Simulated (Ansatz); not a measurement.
The reference is Sn in the diamond structure (space group Fd-3m, No. 227).

```
CELL_PARAMETERS angstrom
      0.00000     3.28336     3.28336
      3.28336     0.00000     3.28336
      3.28336     3.28336     0.00000
ATOMIC_POSITIONS crystal
  Sn 0.25000 0.25000 0.25000
  Sn 0.00000 0.00000 0.00000
```

Method: r2SCAN (Ansatz, a program for electronic structure; PAW; 500 eV plane waves; no SOC).

Before the change:

* **Shortest interatomic distance**: 5.373 bohr

One thing is altered: a hydrostatic pressure of 7 GPa.

Question: What does the calculation give for the shortest interatomic distance and valley order after the change?

Answer: The shortest interatomic distance drops by 0.2138 bohr (5.373 bohr → 5.160 bohr); the valley order (the lowest conduction-band minima on the path, energy above the VBM, named in the base's zone) comes out as Γ 0.29 eV; L along ⟨111⟩ 0.34 eV; a point along ⟨100⟩, about 0.7 Å⁻¹ from Γ 0.62 eV.

The levels and masses belong to the bands next to the band gap. Load acts through the strain it causes; cell and atoms are relaxed under it. Whether these cells are dynamically stable was not tested. Tetrahedral semiconductors of this kind turn to denser phases somewhere between about 1 and 50 GPa; those were not computed, so compressed cells here can lie past the real transition.
